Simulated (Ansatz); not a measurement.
# Response to strain in Re2C

Consider Re2C (space group P6_3/mmc, No. 194; a = 2.834 Å, c = 9.828 Å; a cell from a computed database, its experimental status unchecked). Axes: x lies along a and z along c of the hexagonal cell.

Strains are applied to the cell and any free atomic positions relax; under biaxial strain the out-of-plane vector relaxes too.

Calculations: PBEsol in Ansatz (plane waves to 420 eV, PAW, spin-orbit coupling left out).

Notes on the quantities. pressure: mean of the normal stresses, compression positive; energy relative to the base: free energy F.

| change | pressure | space group | energy relative to the base | volume per atom |
|---|---|---|---|---|
| base | 0.0 GPa | P6_3/mmc (No. 194) | 0 meV/atom | 11.39 Å³ |
| biaxial strain −2.24 %, plane normal [001], relaxed out of plane | 15.2 GPa | P6_3/mmc (No. 194) | – | 11.00 Å³ |
| isotropic strain +1.87 % | -21.1 GPa | P6_3/mmc (No. 194) | +45 meV/atom | 12.04 Å³ |
| uniaxial strain ε_xx = +3.24 % | -11.9 GPa | Cmcm (No. 63) | +26 meV/atom | 11.76 Å³ |
| tensor shear ε_yz = −2.21 % | 0.9 GPa | C2/m (No. 12) | +19 meV/atom | 11.39 Å³ |

Without a gap, meshes like the base's 19×19×5 leave anisotropic stresses uncertain by several tenths of a GPa, and small strain energies with them. No phonon test of stability was made. The final runs are not spin-polarised.

Ansatz is a first-principles code.
